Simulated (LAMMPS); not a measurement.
System: Ag (fcc), 2048 atoms, at 1300 K and 0 GPa, heated as the crystal.

All values are model results, not measurements: classical MD, pair style meam, file library.meam (library.meam-Ag); code LAMMPS.

| angle (°) | probability per degree, Ag-Ag-Ag |
|---|---|
| 37.50 | 0.0000 |
| 40.50 | 0.0001 |
| 43.50 | 0.0008 |
| 46.50 | 0.0034 |
| 49.50 | 0.0081 |
| 52.50 | 0.0121 |
| 55.50 | 0.0153 |
| 58.50 | 0.0156 |
| 61.50 | 0.0147 |
| 64.50 | 0.0123 |
| 67.50 | 0.0094 |
| 70.50 | 0.0071 |
| 73.50 | 0.0076 |
| 76.50 | 0.0079 |
| 79.50 | 0.0083 |
| 82.50 | 0.0088 |
| 85.50 | 0.0090 |
| 88.50 | 0.0091 |
| 91.50 | 0.0092 |
| 94.50 | 0.0091 |
| 97.50 | 0.0091 |
| 100.5 | 0.0092 |
| 103.5 | 0.0095 |
| 106.5 | 0.0097 |
| 109.5 | 0.0096 |
| 112.5 | 0.0092 |
| 115.5 | 0.0091 |
| 118.5 | 0.0088 |
| 121.5 | 0.0082 |
| 124.5 | 0.0077 |
| 127.5 | 0.0072 |
| 130.5 | 0.0071 |
| 133.5 | 0.0067 |
| 136.5 | 0.0064 |
| 139.5 | 0.0063 |
| 142.5 | 0.0060 |
| 145.5 | 0.0055 |
| 148.5 | 0.0050 |
| 151.5 | 0.0047 |
| 154.5 | 0.0041 |
| 157.5 | 0.0037 |
| 160.5 | 0.0033 |
| 163.5 | 0.0028 |
| 166.5 | 0.0023 |
| 169.5 | 0.0018 |
| 172.5 | 0.0012 |
| 175.5 | 0.0008 |
| 178.5 | 0.0003 |

The data show:
- state found: liquid
- most common Ag-Ag-Ag angle: at the 3° bin centred on 58.5°, after smoothing over three bins (mean of all 98°)

Caution: the potential MEAM library.meam-Ag is a first-neighbour MEAM set with a 4 Å cutoff, used here without a parameter file and away from the static properties it was fitted to.
